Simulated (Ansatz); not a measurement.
Ti2InC (P6₃/mmc, No. 194; cell taken from a computed entry) was calculated with LDA (Ansatz, a first-principles code, PAW).

Run with plane-wave cutoff 520 eV, 24×24×4 k mesh (along the axes of the cell as run), Fermi–Dirac smearing 0.047 eV (set by the program), no spin polarisation, scalar-relativistic PAW data made under PBE.

Computed at the level's own relaxed cell.

Hill averages of the elastic tensor: K = 149.1 GPa, G = 110.3 GPa. Volume 14.263 Å³/atom, mean atomic mass 55.641 u.

**Question.** Work out the density, the sound velocities of a polycrystal and the elastic Debye temperature at this level.

**Answer.** ρ = 1.66054 × 55.641/14.263 = 6.478 g/cm³. v_l = √[(K + 4G/3)/ρ] = 6.762 km/s and v_t = √(G/ρ) = 4.126 km/s. The mean follows from 3/v_m³ = 1/v_l³ + 2/v_t³: v_m = 4.557 km/s. Θ_D = (ħ/k_B) v_m (6π²/V)^(1/3) = 76.38 K Å s/km × 4.557 × 1.6072 Å⁻¹ = 559 K, counting all atoms of the cell.

Note: the relaxation could not lower the start's symmetry, so the cell can be a saddle point above a distorted one.
